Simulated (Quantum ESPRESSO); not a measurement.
# Convergence study of the k-point mesh for Lu₂SeO₂ (P3m1, 5 atoms in the cell)

```xyz
5
Lattice="3.7272 0.0000 0.0000 -1.8636 3.2279 0.0000 0.0000 0.0000 6.6668" Properties=species:S:1:pos:R:3 pbc="T T T"
Lu     0.0000     2.1519     2.0047
Lu     1.8636     1.0760     4.7121
Se     0.0000     0.0000     0.0000
O      0.0000     2.1519     4.1674
O      1.8636     1.0760     2.4994
```

Method: PBEsol, PSlibrary PAW (PBE) pseudopotentials (plane waves; Quantum ESPRESSO).

Base settings: ecutwfc = 55 Ry; ecutrho = 440 Ry; occupations = smearing; smearing = fd; degauss = 0.00147 Ry; input_dft = pbesol; K_POINTS = automatic 3 3 2 0 0 0; conv_thr = 1e-11 Ry.

Only quantities that move along the ladder and can be compared are tabulated.

The count of work is k-points × plane waves × bands × iterations; it is no time. Core times come from one kind of shared machine, to one figure; runs under 30 s give none.

The starting cell comes from a database of computed structures (which also holds hypothetical and non-ambient phases and stackings), without a prior relaxation at this level. Its lattice was rescaled by up to half a per cent. One atom was moved a little off its site on purpose. In the base run, with a pressure of about -5 GPa the cell is away from its equilibrium volume at this level.

```csv
K_POINTS,free energy less the last step's (meV/atom),pressure (GPa),largest difference of a force vector from the last step's (eV/Å),count of work / last,core time / last (rough)
automatic 2 2 1 0 0 0,144.49,-3.37,0.212,0.0050,0.06
automatic 3 3 2 0 0 0,23.58,-4.97,0.038,0.015,0.06
automatic 4 4 2 0 0 0,7.59,-5.15,0.018,0.020,0.08
automatic 5 5 3 0 0 0,1.20,-5.27,0.004,0.030,0.09
automatic 6 6 3 0 0 0,0.31,-5.29,0.001,0.043,0.09
automatic 7 7 3 0 0 0,0.05,-5.30,0.000,0.050,0.1
automatic 8 8 4 0 0 0,0.02,-5.30,0.000,0.088,0.2
automatic 10 10 5 0 0 0,0.00,-5.30,0.000,0.15,0.2
automatic 12 12 6 0 0 0,0.00,-5.30,0.000,0.25,0.3
automatic 15 15 7 0 0 0,0.00,-5.30,0.000,0.42,0.5
automatic 18 18 9 0 0 0,0.00,-5.30,0.000,0.74,0.9
automatic 20 20 10 0 0 0,0.00,-5.30,0.000,1.0,1
```

Coarsest K_POINTS that holds the pressure within 0.1 GPa of the last step, with all finer ones: automatic 5 5 3 0 0 0, at 0.030 of the last step's count of work and about 0.09 of the last step's time; the step before is off by 0.15 GPa.

Coarsest K_POINTS that holds the free energy within 5 meV/atom of the last step, with all finer ones: automatic 5 5 3 0 0 0, at 0.030 of the last step's count of work and about 0.09 of the last step's time; the step before is off by 7.6 meV/atom.

Coarsest K_POINTS that holds the forces within 0.02 eV/Å of the last step, with all finer ones: automatic 4 4 2 0 0 0, at 0.020 of the last step's count of work and about 0.08 of the last step's time; the step before is off by 0.038 eV/Å.
